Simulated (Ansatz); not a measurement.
The starting structures come from a database of crystals and need not be the phases stable at ambient conditions.

 Where the default PAW files enter, the runs use the earlier of Ansatz's two default sets.

By PBEsol, the system below comes out a metal.

Without scattering a metal conducts by its projected Fermi surface.

Data:

```yaml
crystal:
  lattice:
    - [4.02254, 0.00000, 0.00000]
    - [0.00000, 5.24660, 0.00000]
    - [0.00000, 0.00000, 9.78204]
  atoms:
    - { symbol: Si, position: [0.00000, 0.00000, 0.00000] }
    - { symbol: Si, position: [0.00000, 0.50000, 0.50000] }
    - { symbol: Si, position: [0.50000, 0.62975, 0.86361] }
    - { symbol: Si, position: [0.50000, 0.37025, 0.13639] }
    - { symbol: Si, position: [0.50000, 0.12975, 0.63639] }
    - { symbol: Si, position: [0.50000, 0.87025, 0.36361] }
    - { symbol: Ru, position: [0.00000, 0.00000, 0.50000] }
    - { symbol: Ru, position: [0.00000, 0.50000, 0.00000] }
    - { symbol: Ru, position: [0.00000, 0.84253, 0.77305] }
    - { symbol: Ru, position: [0.00000, 0.15747, 0.22695] }
    - { symbol: Ru, position: [0.00000, 0.34253, 0.72695] }
    - { symbol: Ru, position: [0.00000, 0.65747, 0.27305] }
    - { symbol: Ru, position: [0.50000, 0.66586, 0.60942] }
    - { symbol: Ru, position: [0.50000, 0.33414, 0.39058] }
    - { symbol: Ru, position: [0.50000, 0.16586, 0.89058] }
    - { symbol: Ru, position: [0.50000, 0.83414, 0.10942] }
```

Space group of this cell: Pbam. The cell is taken as given; by PBEsol its mean pressure is -3.0 GPa.

The current flows along the normal of the first two printed cell vectors. No spin-orbit coupling; the value is a mean over 0.1 eV about the Fermi level.

Problem. Predict the ballistic conductance per area from Ansatz (a quantum-chemistry and plane-wave program) with PBEsol.

Solution. 0.39 × 10¹⁵ S/m² for both spins.
